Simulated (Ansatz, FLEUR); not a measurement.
A FLEUR input for a self-consistent single point of HfC (Fm-3m, 2 atoms in the cell) (DFT, PBE, all-electron FLAPW (FLEUR), scalar-relativistic valence with spin-orbit coupling in second variation):

Input of the input generator:

```
HfC
&input film=f /
-0.0000000000 0.7071067812 0.7071067812
0.7071067812 -0.0000000000 0.7071067812
0.7071067812 0.7071067812 -0.0000000000
6.2001450499
1.0 1.0 1.0

2
72 0.0000000000 0.0000000000 0.0000000000
6 0.5000000000 0.5000000000 0.5000000000

&comp jspins=1 /
&kpt div1=10 div2=10 div3=10 gamma=t /
&soc 0.0 0.0 /
&end /
```

```xml
<?xml version="1.0" encoding="UTF-8" standalone="no"?>
<fleurInput fleurInputVersion="0.39">
   <comment>
      HfC                                                                                                 
   </comment>
   <calculationSetup>
      <cutoffs Kmax="4.1" Gmax="16.4" GmaxXC="16.4" numbands="0"/>
      <scfLoop itmax="100" minDistance="0.00001" maxIterBroyd="15" imix="Anderson" alpha="0.05" precondParam="0.0" spinf="2.0"/>
      <coreElectrons ctail="T" frcor="F" kcrel="0" coretail_lmax="0"/>
      <xcFunctional name="pbe" relativisticCorrections="F"/>
      <magnetism jspins="1"/>
      <soc l_soc="T" theta="0.0" phi="0.0" spav="F"/>
      <expertModes spex="0" secvar="F"/>
      <geometryOptimization l_f="F" forcealpha="1.0" forcemix="BFGS" epsdisp="0.00001" epsforce="0.00001"/>
      <ldaU l_linMix="F" mixParam="0.05" spinf="1.0"/>
   </calculationSetup>
   <cell>
      <bzIntegration valenceElectrons="30.0" mode="hist" fermiSmearingEnergy="0.00367493">
         <kPointListSelection listName="default-1"/>
         <!-- k-points included here -->
         <xi:include xmlns:xi="http://www.w3.org/2001/XInclude" href="kpts.xml"> </xi:include>
      </bzIntegration>
      <!-- symmetry operations included here -->
      <xi:include xmlns:xi="http://www.w3.org/2001/XInclude" href="sym.xml"> </xi:include>
      <bulkLattice scale="1.0">
         <bravaisMatrix>
            <row-1>    0.0000000000000000     4.3841646092079021     4.3841646092079021</row-1>
            <row-2>    4.3841646092079021     0.0000000000000000     4.3841646092079021</row-2>
            <row-3>    4.3841646092079021     4.3841646092079021     0.0000000000000000</row-3>
         </bravaisMatrix>
      </bulkLattice>
   </cell>
   <atomSpecies>
      <species name="Hafnium (Hf)" element="Hf" atomicNumber="72">
         <mtSphere radius="2.62" gridPoints="903" logIncrement="0.015"/>
         <atomicCutoffs lmax="10" lnonsphr="8"/>
         <electronConfig flipSpins="F">
            <coreConfig>(1s1/2) (2s1/2) (2p1/2) (2p3/2) (3s1/2) (3p1/2) (3p3/2) (4s1/2) (3d3/2) (3d5/2) (4p1/2) (4p3/2) (4d3/2) (4d5/2)</coreConfig>
            <valenceConfig>(5s1/2) (5p1/2) (5p3/2) (6s1/2) (4f5/2) (4f7/2) (5d3/2) (5d5/2)</valenceConfig>
            <stateOccupation state="(5d3/2)" spinUp="0.4" spinDown="0.4"/>
            <stateOccupation state="(5d5/2)" spinUp="0.6" spinDown="0.6"/>
         </electronConfig>
         <energyParameters s="6" p="6" d="5" f="5"/>
         <lo type="SCLO" l="0" n="5" eDeriv="0"/>
         <lo type="SCLO" l="1" n="5" eDeriv="0"/>
         <lo type="SCLO" l="3" n="4" eDeriv="0"/>
      </species>
      <species name="Carbon (C)" element="C" atomicNumber="6">
         <mtSphere radius="1.47" gridPoints="509" logIncrement="0.02"/>
         <atomicCutoffs lmax="6" lnonsphr="4"/>
         <electronConfig flipSpins="F">
            <coreConfig>(1s1/2)</coreConfig>
            <valenceConfig>(2s1/2) (2p1/2) (2p3/2)</valenceConfig>
            <stateOccupation state="(2p1/2)" spinUp="0.3333333333333" spinDown="0.3333333333333"/>
            <stateOccupation state="(2p3/2)" spinUp="0.6666666666667" spinDown="0.6666666666667"/>
         </electronConfig>
         <energyParameters s="2" p="2" d="3" f="4"/>
      </species>
   </atomSpecies>
   <atomGroups>
      <atomGroup species="Hafnium (Hf)">
         <relPos label="                   1">.0000000000 .0000000000 .0000000000</relPos>
         <force calculate="T" relaxXYZ="TTT"/>
      </atomGroup>
      <atomGroup species="Carbon (C)">
         <relPos label="                   2">1.000/2.000 1.000/2.000 1.000/2.000</relPos>
         <force calculate="T" relaxXYZ="TTT"/>
      </atomGroup>
   </atomGroups>
   <output dos="F" band="F" slice="F">
      <checks vchk="F" cdinf="F"/>
      <bandDOS minEnergy="-.5*Htr" maxEnergy="0.5*Htr" sigma="0.015" storeEVData="T"/>
      <vacuumDOS vacdos="F" integ="F" star="F" nstars="0" locx1="0.0" locy1="0.0" locx2="0.0" locy2="0.0" nstm="0" tworkf="0.0"/>
      <unfoldingBand unfoldBand="F" supercellX="1" supercellY="1" supercellZ="1"/>
      <plotting iplot="0" polar="F">
         <plot TwoD="T" vec1="  1.0  0.0  0.0" vec2="  0.0  1.0  0.0" vec3="  0.0  0.0  1.0" zero="  0.0  0.0  0.0" file="plot"/>
      </plotting>
      <chargeDensitySlicing numkpt="0" minEigenval="0.0" maxEigenval="0.0" nnne="0" pallst="F"/>
      <specialOutput eonly="F"/>
      <magneticCircularDichroism mcd="F" energyLo="-10.0" energyUp="0.0"/>
   </output>
  <!-- We include the file relax.xml here to enable relaxations (see documentation) -->
  <xi:include xmlns:xi="http://www.w3.org/2001/XInclude" href="relax.xml"> <xi:fallback/> </xi:include>
</fleurInput>
```

Write the same calculation as an input for Ansatz (a first-principles code).

One input that does it (others would too):

Ansatz 0.2 input:
```yaml
# HfC
crystal:
  lattice:
    - [0.000000, 2.320000, 2.320000]
    - [2.320000, 0.000000, 2.320000]
    - [2.320000, 2.320000, 0.000000]
  atoms:
    - { symbol: Hf, position: [0.000000, 0.000000, 0.000000] }
    - { symbol: C, position: [0.500000, 0.500000, 0.500000] }
basis:
  ecutwfc: 30.9 Ry
kpoints:
  mp_grid: { grid: [10, 10, 10] }
hamiltonian:
  xc: pbe
  pseudopotentials: { kind: paw }
magnetization:
  noncollinear: true
  spin_orbit: true
scf:
  occupations: { method: fermi_dirac, width: 0.0073 Ry }
output:
  forces: true
  eigenvalues: true
  stress: true
```

Basis, cutoffs, solver keys and any potentials are the target program's own. This input uses DFT, PBE with spin-orbit coupling, plane waves, default PAW files. The width in Ry is rounded to four decimals.

The starting cell has typed, rounded lattice constants, without a prior relaxation at this level.
